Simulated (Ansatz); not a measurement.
Bond-angle distributions (per cent of the angles at each element, bins of 10°) of a relaxed model of amorphous Ga$_{24}$O$_{39}$Al$_{2}$ at 4.86 g/cm³. All values below come from PBE, scalar-relativistic without spin-orbit coupling (plane waves to 420 eV, PAW; Ansatz, a quantum-chemistry and plane-wave program).

Preparation: random packing, a CHGNet melt and quench, and a DFT relaxation. O atoms were pushed apart under 1.9 Å during the dynamics, to hinder bonds among them. The hot cell started wider than the set density and was brought back towards it in steps. It is the lowest in DFT energy of 2 quenches. It is a model cell: composition and starting density were chosen by hand, and all elements were melted together. No dispersion term was used. Its density started from a set value of 4.87 and ended at 4.86 g/cm³. The quench (nominally 330 K/ps over its main leg) was far faster than any real one, so the model tends to hold more defects than a real film. A cell of this size samples the disorder only roughly. The volume was held where the preparation left it and the shape relaxed, at a PBE pressure of -0.7 GPa (tension). Stress components on the final sampling reach 1.0 GPa. Cycles of charging lowered its energy after that relaxation.

Bonds are counted up to Ga-Ga 2.68 Å, Ga-O 2.40 Å, Ga-Al 2.67 Å, O-O 1.58 Å, O-Al 2.24 Å, Al-Al 2.66 Å. Two cations that share two anions don't count as bonded, nor two that share one unless they lie closer than Ga-Ga 2.61 Å, Ga-Al 2.60 Å, Al-Al 2.59 Å.

```json
[
 {"angle (°)": "50-60", "at Ga": "0", "at O": "0"},
 {"angle (°)": "60-70", "at Ga": "0", "at O": "0"},
 {"angle (°)": "70-80", "at Ga": "9", "at O": "0"},
 {"angle (°)": "80-90", "at Ga": "16", "at O": "5"},
 {"angle (°)": "90-100", "at Ga": "20", "at O": "19"},
 {"angle (°)": "100-110", "at Ga": "18", "at O": "18"},
 {"angle (°)": "110-120", "at Ga": "16", "at O": "22"},
 {"angle (°)": "120-130", "at Ga": "7", "at O": "20"},
 {"angle (°)": "130-140", "at Ga": "4", "at O": "7"},
 {"angle (°)": "140-150", "at Ga": "4", "at O": "8"},
 {"angle (°)": "150-160", "at Ga": "2", "at O": "1"},
 {"angle (°)": "160-170", "at Ga": "3", "at O": "0"},
 {"angle (°)": "170-180", "at Ga": "1", "at O": "0"}
]
```

They go with these counts of neighbours within the cut-offs, cation contacts included: Ga mean 4.6, most often 5; O mean 3.1, most often 3.
